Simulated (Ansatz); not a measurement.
Base system: Ge in the diamond structure (space group Fd-3m, No. 227; a = 5.622 Å). Axes: x, y, z lie along the cube axes.

Structures relaxed with Ansatz (a quantum-chemistry and plane-wave program), LDA, PAW, cutoff 420 eV, no spin-orbit coupling.

Base:

Simulated powder pattern, Mo Kα, λ = 0.71073 Å (kinematic, ideal powder, no thermal factors, no anomalous dispersion; the 8 strongest lines at most, above 2 %, up to 2θ = 40°):

```
2θ (°)  I/Imax (%)    hkl
------  ----------  -----
12.57          100  (111)
20.60           82  (220)
24.20           52  (311)
29.29           15  (400)
31.99           22  (331)
36.08           29  (422)
38.35           15  (511)
```

After one change:

Simulated powder pattern, Mo Kα, λ = 0.71073 Å (kinematic, ideal powder, no thermal factors, no anomalous dispersion; the 8 strongest lines at most, above 2 %, up to 2θ = 40°):

```
2θ (°)  I/Imax (%)
------  ----------
12.44          100
12.64           33
20.34           56
20.58           54
23.91           18
24.02           36
29.10           19
35.76           19
```

**Question.** Which change produced these results?
(A) biaxial strain −2.08 %, plane normal [111], relaxed out of plane
(B) biaxial strain −0.42 %, plane normal [111], relaxed out of plane
(C) biaxial strain +1.25 %, plane normal [111], relaxed out of plane
(D) biaxial strain −0.83 %, plane normal [111], relaxed out of plane

**Answer.** C, biaxial strain +1.25 %, plane normal [111], relaxed out of plane. Its volume per atom is 22.65 Å³ against 22.21 Å³, and its space group is R-3m (No. 166).

Whether these cells are dynamically stable was not tested.
